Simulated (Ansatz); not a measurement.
## WS2 in the 2H-MoS2 type structure (space group P6_3/mmc, No. 194; layered, stacked along the Cartesian z axis)

```xyz
6
Lattice="3.1700 0.0000 0.0000 -1.5850 2.7453 0.0000 0.0000 0.0000 12.4918" Properties=species:S:1:pos:R:3 pbc="T T T"
W      0.0000     1.8302     3.1229
W      1.5850     0.9151     9.3688
S      0.0000     1.8302     7.8061
S      1.5850     0.9151     1.5602
S      1.5850     0.9151     4.6857
S      0.0000     1.8302    10.9316
```

Level of theory: plane-wave PAW DFT at the r2SCAN+rVV10 level (Ansatz, a first-principles code, 500 eV), spin-orbit coupling left out. Γ-centred 12×12×3 mesh, Fermi–Dirac width 0.05 eV.

| Property | Value |
|---|---|
| Volume per atom | 18.12 Å³ |
| Density | 7.58 g/cm³ |
| Band gap | 1.13 eV, indirect, Γ → K–Γ (47 % along) |
| Hole mass | 0.74 mₑ along c, 0.62 mₑ across |
| Total energy | -4069.249 eV/atom (σ→0; compares only within this code and set-up) |

With W present, leaving out spin-orbit coupling can change the band edges. Effective masses come from finite differences of ±0.01 Å⁻¹. No phonon test of stability was made.
